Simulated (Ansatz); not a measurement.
Consider GaCuSe2 in the chalcopyrite structure (space group I-42d, No. 122; a = 5.5084 Å, c = 10.9615 Å). Axes: x, y, z lie along a, b, c of the conventional cell.

Method: LDA in Ansatz (plane waves to 420 eV, PAW, no spin-orbit coupling).

Strains are applied to the cell and any free atomic positions relax; under biaxial strain the out-of-plane vector relaxes too.

One change was made to it. Results:

The shortest interatomic distance decreases by 0.011 Å, from 2.353 Å to 2.342 Å; the pressure (mean of the normal stresses, compression positive) goes from zero to 9.6 kbar; the width of the top valence band drops by 0.05 eV (1.11 eV → 1.06 eV).

Task: Which change produced these results?
(A) biaxial strain −3.00 %, plane normal [001], relaxed out of plane
(B) biaxial strain −2.25 %, plane normal [001], relaxed out of plane
(C) biaxial strain −1.50 %, plane normal [001], relaxed out of plane
(D) biaxial strain −0.75 %, plane normal [001], relaxed out of plane

Result: C, biaxial strain −1.50 %, plane normal [001], relaxed out of plane. For comparison, the pressure in the other runs: biaxial strain −2.25 %, plane normal [001], relaxed out of plane gives 14.7 kbar; biaxial strain −3.00 %, plane normal [001], relaxed out of plane gives 20.1 kbar; biaxial strain −0.75 %, plane normal [001], relaxed out of plane gives 4.7 kbar.

The levels and masses belong to the bands next to the band gap. No phonon test of stability was made. The final runs are not spin-polarised.

Ansatz is a quantum-chemistry and plane-wave program.
